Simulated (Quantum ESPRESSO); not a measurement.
**Sensitivity of a calculation on NaCl (Fm-3m, 2 atoms in the cell) to its settings**

```yaml
crystal:
  lattice:
    - [-2.85665, 0.00000, 2.85665]
    - [0.00000, 2.85665, 2.85665]
    - [-2.85665, 2.85665, 0.00000]
  atoms:
    - { symbol: Na, position: [0.00000, 0.00000, 0.00000] }
    - { symbol: Cl, position: [0.50000, 0.50000, 0.50000] }
```

Base run A: LDA (PW92), PseudoDojo standard norm-conserving (LDA) pseudopotentials (Quantum ESPRESSO 7.5), self-consistent single point.

Its settings: ecutwfc = 90 Ry; occupations = fixed; potentials = {Na: Na.upf, Cl: Cl.upf}; K_POINTS = automatic 10 10 10 0 0 0; nbnd = 10; conv_thr = 1e-08 Ry; mixing_beta = 0.7.

The starting cell comes from a database of computed structures (which also holds hypothetical and non-ambient phases and stackings), without a prior relaxation at this level. Its lattice was rescaled by a random factor within 2.5 % of one. In the base run, with a pressure of about -3 GPa the cell is away from its equilibrium volume at this level.

A dash stands where there is no value to compare (another energy zero or no entropy term, no result, no spin, no clean gap, or a mesh too coarse for one). Absolute energies have different zeros for different potentials, functionals, Hubbard and dispersion terms and are not compared across them.

Runs:
- B: input_dft: default → rpbe; vdw_corr: default → grimme-d3; dftd3_version: default → 3; dftd3_threebody: default → false; potentials: PseudoDojo standard norm-conserving (PBE) [RPBE-D3(0)]
- C: input_dft: default → rpbe; vdw_corr: default → grimme-d3; dftd3_version: default → 4; dftd3_threebody: default → false; potentials: PseudoDojo standard norm-conserving (PBE) [RPBE-D3(BJ)]

```tsv
run	pressure (GPa)	gap on the mesh (eV)	dispersion energy (eV/atom)
A	-3.11	4.553	–
B	0.78	5.296	-0.361
C	-6.97	5.296	-0.834
```

Run C against A: The pressure goes from -3.11 to -6.97 GPa and the gap on the mesh goes from 4.553 to 5.296 eV.

Run B against A: The pressure goes from -3.11 to 0.78 GPa and the gap on the mesh goes from 4.553 to 5.296 eV.
